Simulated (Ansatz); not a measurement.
What pressure −2 GPa does to hypothetical anti-perovskite Mg3SnO

Base system: Mg3SnO in the anti-perovskite structure (space group Pm-3m, No. 221; a = 4.347 Å; a hypothetical phase, not in the database extracts checked).

The change: a negative pressure, −2 GPa.

Calculations: PBEsol in Ansatz (plane waves to 420 eV, PAW, no spin-orbit coupling). Settings: 11×11×11 k-points, 0.05 eV Fermi–Dirac smearing.

| quantity | base | changed | shift |
|---|---|---|---|
| volume per atom | 16.43 Å³ | 16.91 Å³ | +0.48 Å³ |
| density | 4.20 g/cm³ | 4.08 g/cm³ | -0.12 g/cm³ |
| lattice parameter a | 4.347 Å | 4.389 Å | +0.042 Å |
| shortest interatomic distance | 2.173 Å | 2.194 Å | +0.021 Å |
| enthalpy H = E + PV relative to the base's energy | – | -0.21 eV/atom | – |
| band gap | zero | zero | – |

Final structure:

```xyz
5
Lattice="4.3887 0.0000 0.0000 0.0000 4.3887 0.0000 0.0000 0.0000 4.3887" Properties=species:S:1:pos:R:3 pbc="T T T"
Mg     0.0000     2.1944     2.1944
Mg     2.1944     0.0000     2.1944
Mg     2.1944     2.1944     0.0000
Sn     0.0000     0.0000     0.0000
O      2.1944     2.1944     2.1944
```

Load acts through the strain it causes; cell and atoms are relaxed under it. Whether these cells are dynamically stable was not tested. All final runs are without spin polarisation. The zero or small gap of Mg3SnO can change with the level of theory.

Ansatz is an electronic-structure program.
